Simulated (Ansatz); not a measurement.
We consider BGeCN (model structure, started from the AlSiCN type, P3m1, No. 156, 4 atoms in the cell), described by PBE-D3(BJ) (Ansatz, a program for electronic structure, PAW).

Input:

Ansatz 0.2 input:
```yaml
crystal:
  lattice:
    - [2.9760250356, 0.0000002748, 0.0]
    - [-1.4880127558, 2.5773131457, 0.0]
    - [0.0, 0.0, 4.8262169842]
  atoms:
    - { symbol: B, position: [0.3333333333, 0.6666666667, 0.4881913346] }
    - { symbol: Ge, position: [0.6666666667, 0.3333333333, 1.0029566427] }
    - { symbol: C, position: [0.3333333333, 0.6666666667, 0.1572951809] }
    - { symbol: N, position: [0.6666666667, 0.3333333333, 0.6015468418] }
basis:
  ecutwfc: 520
  ecutrho_ratio: 4
  xc_grid: 2
kpoints:
  mp_grid: { grid: [12, 12, 8] }
hamiltonian:
  xc: pbe
  dispersion: d3bj
  pseudopotentials: { kind: paw }
scf:
  occupations: { method: fermi_dirac, width: 0.01 }
output:
  forces: true
  stress: true
  eigenvalues: true
relax:
  f_tol: 0.004
  escape_saddle: false
  max_steps: 80
  cell: { stress_tol: 0.02, fix: [volume] }
```

The run printed, among other lines:

```
Relaxation: its limit of steps is 80 (relax.max_steps)
Crystal: 4 atoms, lattice volume = 37.018 Å³
Basis set: ecut = 520 eV, 989 PW (Γ), exchange–correlation on 48×48×72 points (8 copies of the dense FFT grid, shifted against one another)
Bands: 17, of which v1, the nominal top of the filled ones, is band 13 counted from 1 (12 counted from 0)
Symmetry: 6 space group operations
Space group: P3m1 (ITA 156), of the structure as read, at distance tolerance 3.3e-5 Å
k-points: 131 of 1152 (time reversal used)
Functional: x = pbe(κ = 0.804, μ = 0.2195149727645171), c = pbe(β = 0.06672455060314922)
SCF iter   1: F=—  HF=-5085.998096 eV  |F-HF|=—  |Δ(HF+E_count)|=         —  Δρ=4.74e-3  dr2=1.83e-2
SCF iter   2: F=—  HF=-5085.992758 eV  |F-HF|=—  |Δ(HF+E_count)|=   5.34e-3  Δρ=2.14e-3  dr2=1.90e-3
  ...
SCF 1 converged in 6 iterations: F = -5085.992307 eV  dr2 = 8.19e-8
Crystal: 4 atoms, lattice volume = 37.018 Å³
Initial density: handed on by an earlier stage of this run
SCF 2 converged in 6 iterations: F = -5085.992804 eV  dr2 = 1.22e-10
Crystal: 4 atoms, lattice volume = 37.018 Å³
SCF 3 converged in 6 iterations: F = -5085.992828 eV  dr2 = 7.17e-12
Crystal: 4 atoms, lattice volume = 37.018 Å³
SCF 4 converged in 6 iterations: F = -5085.992851 eV  dr2 = 2.20e-12
Crystal: 4 atoms, lattice volume = 37.018 Å³
SCF 5 converged in 6 iterations: F = -5085.992852 eV  dr2 = 4.58e-13
Crystal: 4 atoms, lattice volume = 37.018 Å³
SCF iter   8: F=-5085.992852 eV  HF=-5085.992852 eV  |F-HF|=1.82e-12  |Δ(HF+E_count)|=  9.09e-13  Δρ=1.68e-8  dr2=4.81e-14
SCF iter   9: F=-5085.992852 eV  HF=-5085.992852 eV  |F-HF|=0.00e0  |Δ(HF+E_count)|=    0.00e0  Δρ=8.60e-9  dr2=1.25e-14
SCF 6 converged in 9 iterations: F = -5085.992852 eV  dr2 = 1.25e-14
SCF converged after 9 iterations
Free energy (F): -5085.992852 eV
Internal energy: -5085.992852 eV  (E = F + TS)
E sigma→0 (E₀):  -5085.992852 eV
Fermi energy:    12.433640 eV
--- Forces (eV/Å), atoms counted from 1 ---
  atom   1  B     -0.00000000     0.00000000     0.00052553
  atom   2  Ge     0.00000000    -0.00000000     0.00021378
  atom   3  C      0.00000000     0.00000000    -0.00090586
  atom   4  N      0.00000000    -0.00000000     0.00016600
--- Stress (GPa, compression-positive) ---
       -4.033868      -0.000000       0.000000
        0.000000      -4.033868      -0.000000
        0.000000      -0.000000      -4.032593
  P = ⅓ Tr σ = -4.0334 GPa (-40.334 kbar)
```

The cell is one volume of an energy–volume scan, off the minimum.

Note: the relaxation could raise the start's symmetry but not lower it, so the cell can be a saddle point.

A model structure was made by putting elements into a prototype or built by hand; it is no filed structure, need not be a known phase, and can be a saddle point held by its symmetry.
